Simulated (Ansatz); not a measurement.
We consider fluorite NiSi2, described by LDA (PAW; Ansatz, a first-principles code).

Settings: plane-wave cutoff 520 eV, 18×18×18 k mesh, Fermi–Dirac smearing 0.05 eV, no spin polarisation, scalar-relativistic PAW data made under PBE.

Cell (relaxed at this level):

Space group Fm-3m (No. 225); a = b = c = 5.3506 Å, α = β = γ = 90.00°

```json
[
 {"atom": "Si", "site": "8c", "symmetry": "-43m", "x": "0.2500", "y": "0.2500", "z": "0.2500"},
 {"atom": "Ni", "site": "4a", "symmetry": "m-3m", "x": "0.0000", "y": "0.0000", "z": "0.0000"}
]
```
(The calculation used a cell of 3 atoms; values per cell refer to that cell.)

**Question.** Estimate the bulk modulus B0 and pressure derivative B′ of the bulk modulus that the calculation returns.

**Answer.** 
- bulk modulus B0: 167 GPa
- pressure derivative B′ of the bulk modulus: 4.3

The run finds no gap.

The computed numbers hold no vibrational or temperature effects.

It cost around 90 core-seconds (rough) of CPU time.
